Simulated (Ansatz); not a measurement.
The reference is SiC in the zinc blende structure (space group F-43m, No. 216).

Space group F-43m (No. 216); a = 4.3563 Å, b = 4.3563 Å, c = 4.3563 Å, α = 90.00°, β = 90.00°, γ = 90.00°

```json
[
 {"atom": "Si", "site": "4a", "symmetry": "-43m", "x": "0.0000", "y": "0.0000", "z": "0.0000"},
 {"atom": "C", "site": "4d", "symmetry": "-43m", "x": "0.7500", "y": "0.7500", "z": "0.7500"}
]
```
(The calculation used a cell of 2 atoms; values per cell refer to that cell.)

Level of theory: r2SCAN/PAW in Ansatz (a quantum-chemistry and plane-wave program), spin-orbit coupling left out.

One change was made to it. Results:

| quantity | base | after |
|---|---|---|
| gap character | indirect, Γ → X | indirect, Γ → X |
| smallest direct gap | 5.05 eV | 5.06 eV |
| lattice parameter a | 4.356 Å | 4.343 Å |
| width of the top valence band | 4.81 eV | 4.85 eV |

### Question
What was done to the base?
A. pressure 2.1 GPa
B. pressure 9 GPa
C. pressure −2 GPa

### Answer
A, pressure 2.1 GPa. For comparison, the lattice parameter a in the other runs: pressure 9 GPa gives 4.303 Å; pressure −2 GPa gives 4.369 Å.

Load acts through the strain it causes; cell and atoms are relaxed under it. No phonon test of stability was made. Competing high-pressure phases were not computed.
